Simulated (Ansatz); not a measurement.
Consider PtGe (space group Pnma, No. 62; a = 5.772 Å, b = 3.713 Å, c = 6.129 Å). Axes: x, y, z lie along a, b, c of the conventional cell.

Calculations: r2SCAN (Ansatz, a program for electronic structure), no SOC.

Base values:

```
Item                             Value
-----------------------------  -------
Pressure                       0.0 GPa
Shortest interatomic distance  2.480 Å
```

It is then changed as follows: tensor shear ε_xy = −0.53 % (engineering shear γ = -0.0106); the atoms relax in the strained cell.

Problem. How does this affect the energy relative to the base, pressure and shortest interatomic distance?

Solution. The energy rises by 0.3 meV/atom; the pressure (mean of the normal stresses, compression positive) remains 0.0 GPa; the shortest interatomic distance remains 2.480 Å.

Without a gap, meshes like the base's 8×13×8 leave anisotropic stresses uncertain by several tenths of a GPa, and small strain energies with them. Whether these cells are dynamically stable was not tested. The final runs are not spin-polarised.
